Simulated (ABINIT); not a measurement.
Worked example: self-consistent single point of LiAg₃ (P1, 4 atoms in the cell) in ABINIT.

Method of the run: PBEsol, norm-conserving pseudopotentials (PseudoDojo nc-sr-04 PBEsol standard) (plane waves; ABINIT 10.0.3).

The change in words: lattice scaled by 0.98. Reference geometry:
```yaml
crystal:
  lattice:
    - [-2.02192, 2.02192, 4.05030]
    - [2.02192, -2.02192, 4.05030]
    - [2.02192, 2.02192, -4.05030]
  atoms:
    - { symbol: Li, position: [0.00600, 0.00101, 0.98997] }
    - { symbol: Ag, position: [0.74978, 0.25491, 0.51020] }
    - { symbol: Ag, position: [0.24289, 0.75955, 0.50727] }
    - { symbol: Ag, position: [0.50133, 0.48453, 0.99255] }
```

Reference input (self-consistent single point, DFT, PBEsol, plane waves, norm-conserving pseudopotentials (PseudoDojo nc-sr-04 PBEsol standard)): pseudos = [Li.upf, Ag.upf]; ecut = 41 Ha; occopt = 7; tsmear = 0.272 eV; ngkpt = 5 5 6; nshiftk = 1; shiftk = 0 0 0; potentials = PseudoDojo nc-sr-04 PBEsol standard; nband = 39; kptopt = 1; nstep = 50; toldfe = 1e-09 Ha. This run's input differs from it in these lines:

```diff
@@ -5,5 +5,5 @@
 rprim
-        -3.8208750459    3.8208750459    7.6539671712
-         3.8208750459   -3.8208750459    7.6539671712
-         3.8208750459    3.8208750459   -7.6539671712
+        -3.7444583009    3.7444583009    7.5008880168
+         3.7444583009   -3.7444583009    7.5008880168
+         3.7444583009    3.7444583009   -7.5008880168
 natom 4
```

The program printed (abridged):

```
--- !BeginCycle
solver: {iscf: 7, nstep: 50, nline: 4, wfoptalg: 0, }
tolerances: {toldfe: 1.00E-09, }
...

     iter   Etot(hartree)      deltaE(h)  residm     vres2
 ETOT  1  -471.39022603820    -4.714E+02 1.753E-01 9.966E+02
 ETOT  2  -471.72626720687    -3.360E-01 2.742E-02 8.555E+02
 ETOT  3  -471.86719298884    -1.409E-01 7.023E-03 2.023E+00
 ETOT  4  -471.86756678539    -3.738E-04 2.478E-03 3.560E-01
 ETOT  5  -471.86757465325    -7.868E-06 1.036E-03 1.687E-01
 ETOT  6  -471.86759367121    -1.902E-05 2.033E-03 2.324E-03
 ETOT  7  -471.86759387631    -2.051E-07 2.625E-03 9.619E-05
 ETOT  8  -471.86759388132    -5.010E-09 5.522E-04 7.420E-06
 ETOT  9  -471.86759388172    -4.028E-10 3.785E-04 2.096E-07
 ETOT 10  -471.86759388173    -1.245E-11 1.590E-04 8.783E-08
 At SCF step   10, etot is converged :
  for the second time, diff in etot=  1.245E-11 < toldfe=  1.000E-09

 Cartesian components of stress tensor (hartree/bohr^3)
  sigma(1 1)= -9.87315090E-05  sigma(3 2)= -5.93124553E-06
  sigma(2 2)= -8.96621663E-05  sigma(3 1)= -1.45757331E-06
  sigma(3 3)= -8.99082990E-05  sigma(2 1)=  4.11770211E-06

 ----iterations are completed or convergence reached----

 reduced coordinates (array xred) for    4 atoms
       0.006004000000      0.001008000000      0.989973000000
       0.749778000000      0.254908000000      0.510204000000
       0.242891000000      0.759554000000      0.507272000000
       0.501327000000      0.484529000000      0.992551000000
 cartesian forces (eV/Angstrom) at end:
    1      0.07180776498712     0.04920693081891    -0.23613594509390
   [... lines left out ...]
 Fermi (or HOMO) energy (hartree) =   0.34349   Average Vxc (hartree)=  -0.44521
   [... lines left out ...]
total_energy        : -4.71867593881733E+02
total_energy_eV     : -1.28401702282104E+04
band_energy         : -4.54101393034497E+01
...

-Cartesian components of stress tensor (GPa)         [Pressure=  2.7293E+00 GPa]
- sigma(1 1)= -2.90478079E+00  sigma(3 2)= -1.74503239E-01
- sigma(2 2)= -2.63795156E+00  sigma(3 1)= -4.28832802E-02
- sigma(3 3)= -2.64519304E+00  sigma(2 1)=  1.21146958E-01

 Calculation completed.
```

The run converged in 10 iterations. Against the reference run the free energy is nearly the same (within 1 meV/atom), the pressure goes from -2.43 to 2.73 GPa and the largest force goes from 0.315 to 0.399 eV/Å.

The starting cell comes from a database of computed structures (which also holds hypothetical and non-ambient phases and stackings), without a prior relaxation at this level. Its atoms were displaced at random from the sites of space group no. 139. For this run, on top of that: lattice scaled by 0.98.

Cost on one core of a shared machine: roughly 8 min.
